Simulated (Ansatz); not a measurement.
For TiGe₂ (model structure, started from the AlB2 type, P6/mmm, No. 191, 3 atoms in the cell), PBE in Ansatz (plane waves, PAW) gives:

```
Quantity                                Result
------------------------------  --------------
equilibrium lattice constant a         4.639 Å
c axis length                          2.696 Å
formation enthalpy              -0.085 eV/atom
```

**Question.** What does PBE-D3(BJ) (plane waves, PAW; Ansatz, a first-principles code) give for the same quantities?

**Answer.** 
- lattice constant a: 4.565 Å (falls by 1.6 %)
- lattice parameter c: 2.649 Å (falls by 1.7 %)
- formation enthalpy: -0.166 eV/atom (moves by -0.081 eV/atom)

Changes are worked out from the printed values.

Unless a cell is named, each level is at its own relaxed cell (PBE 16.75, PBE-D3(BJ) 15.94 Å³/atom).

Ansatz's density-functional and Hartree–Fock values are scalar-relativistic unless marked +SOC, with PAW data made under PBE.

A model structure was made by putting elements into a prototype or built by hand; it is no filed structure, need not be a known phase, and can be a saddle point held by its symmetry.
